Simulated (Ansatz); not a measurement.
Input and output of a self-consistent single point for NaAsF6 (Fm-3m, 8 atoms in the cell) (Ansatz, a quantum-chemistry and plane-wave program).

Method: PBEsol, default PAW files made with PBE (plane waves; Ansatz).

The change in words: lattice scaled by 0.98. Reference geometry:
```xyz
8
Lattice="0.0000 3.9659 3.9659 3.9659 0.0000 3.9659 3.9659 3.9659 0.0000" Properties=species:S:1:pos:R:3 pbc="T T T"
Na     3.9659     3.9659     3.9659
As     0.0000     0.0000     0.0000
F      3.9659     3.9659     6.1998
F      3.9659     3.9659     1.7321
F      6.1998     3.9659     3.9659
F      1.7321     3.9659     3.9659
F      3.9659     6.1998     3.9659
F      3.9659     1.7321     3.9659
```

Reference input (self-consistent single point, DFT, PBEsol, plane waves, default PAW files made with PBE): kpoints.mp_grid.grid = 4 4 4; hamiltonian.xc = pbesol; hamiltonian.pseudopotentials = {kind: paw} (the program's default PAW files); scf.occupations.method = fixed. This run's input differs from it in these lines:

```diff
@@ -3,5 +3,5 @@
   lattice:
-    - [0.000000, 3.965923, 3.965923]
-    - [3.965923, 0.000000, 3.965923]
-    - [3.965923, 3.965923, 0.000000]
+    - [0.000000, 3.886605, 3.886605]
+    - [3.886605, 0.000000, 3.886605]
+    - [3.886605, 3.886605, 0.000000]
   atoms:
```

The program printed (abridged):

```
SCF iter   1: F=—  HF=-11093.676393 eV  |F-HF|=—  |Δ(HF+E_count)|=         —  Δρ=1.07e-2  dr2=7.67e-2  ethr=1.77e-3  ⟨swp⟩=4.0  Hψ=1273  notcnv=0  defer=47
all-band conjugate gradients solve this SCF's bands
preconditioner: auto → Resta (q_TF=auto, 2.479 Å⁻¹)
SCF iter   2: F=—  HF=-11093.652056 eV  |F-HF|=—  |Δ(HF+E_count)|=   2.43e-2  Δρ=1.18e-3  dr2=4.77e-4  ethr=1.16e-4  ⟨swp⟩=2.0  Hψ=593  notcnv=0  defer=47
SCF iter   3: F=—  HF=-11093.652153 eV  |F-HF|=—  |Δ(HF+E_count)|=   9.67e-5  Δρ=4.61e-4  dr2=1.14e-4  ethr=7.22e-7  ⟨swp⟩=2.0  Hψ=592  notcnv=0  defer=47
SCF iter   4: F=—  HF=-11093.652292 eV  |F-HF|=—  |Δ(HF+E_count)|=   1.39e-4  Δρ=1.69e-4  dr2=1.49e-5  ethr=1.73e-7  ⟨swp⟩=2.2  Hψ=443  notcnv=0  defer=47
SCF iter   5: F=—  HF=-11093.652436 eV  |F-HF|=—  |Δ(HF+E_count)|=   1.44e-4  Δρ=2.74e-5  dr2=7.51e-7  ethr=2.26e-8  ⟨swp⟩=2.0  Hψ=584  notcnv=0  defer=32
SCF iter   6: F=-11093.652437 eV  HF=-11093.652437 eV  |F-HF|=1.05e-7  |Δ(HF+E_count)|=   1.35e-6  Δρ=7.04e-6  dr2=6.81e-8  ethr=1.52e-10  ⟨swp⟩=10.9  Hψ=1681  notcnv=0
SCF 1 converged in 6 iterations: F = -11093.652437 eV  dr2 = 6.81e-8
Free energy (F): -11093.652437 eV
Internal energy: -11093.652437 eV  (E = F + TS)
E sigma→0 (E₀):  -11093.652437 eV
Fermi energy:    -0.964056 eV
--- Forces (eV/Å), atoms counted from 1 ---
  atom   1  Na     0.00000000    -0.00000000     0.00000000
  atom   2  As     0.00000000    -0.00000000    -0.00000000
  atom   3  F      0.00000000    -0.00000000    -1.42478804
  atom   4  F     -0.00000000     0.00000000     1.42478804
  atom   5  F     -1.42478804     0.00000000    -0.00000000
  atom   6  F      1.42478804     0.00000000     0.00000000
  atom   7  F     -0.00000000    -1.42478804     0.00000000
  atom   8  F      0.00000000     1.42478804    -0.00000000
--- Stress (GPa, compression-positive) ---
        9.464162       0.000000       0.000000
       -0.000000       9.464162       0.000000
        0.000000       0.000000       9.464162
  P = ⅓ Tr σ = 9.4642 GPa (94.642 kbar)
  The stress holds the Pulay correction. Without it, at fixed plane waves, as pw.x and ABINIT print it: P = 8.8057 GPa
```

The run converged in 6 iterations. Against the reference run the free energy goes up by 34.4 meV/atom, the pressure goes from 2.96 to 9.46 GPa, the largest force goes from 0.326 to 1.425 eV/Å and the gap on the mesh goes from 5.686 to 6.389 eV.

The starting cell comes from a database of computed structures (which also holds hypothetical and non-ambient phases and stackings), without a prior relaxation at this level. Its lattice was rescaled by a random factor within 2.5 % of one. For this run, on top of that: lattice scaled by 0.98. With a pressure of about 9 GPa the cell is away from its equilibrium volume at this level. Forces in this geometry exceed 1 eV/Å. Ansatz's pressure includes its estimate of the finite-basis (Pulay) stress. Without the estimate this run gives 8.81 GPa.

Keys are those of Ansatz 0.2.
